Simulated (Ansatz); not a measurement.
Base system: SiC (space group P6_3mc, No. 186; a = 3.058 Å, c = 10.012 Å).

Level of theory: LDA (Ansatz, a quantum-chemistry and plane-wave program, PAW, spin-orbit coupling left out).

Before the change:

The smallest direct gap comes out as 3.31 eV. The lattice parameter a is 3.058 Å and the valence-band top at Γ is 0.00, 0.00, -0.05 eV.

It is then changed as follows: hydrostatic tension (pressure −2 GPa).

Problem. Predict the new smallest direct gap, lattice parameter a and valence-band top at Γ.

Solution. The smallest direct gap is still 3.31 eV; the lattice parameter a increases by 0.009 Å, from 3.058 Å to 3.067 Å; the valence-band top at Γ (three highest levels, from the VBM) is still 0.00, 0.00, -0.05 eV.

Load acts through the strain it causes; cell and atoms are relaxed under it. No phonon test of stability was made.
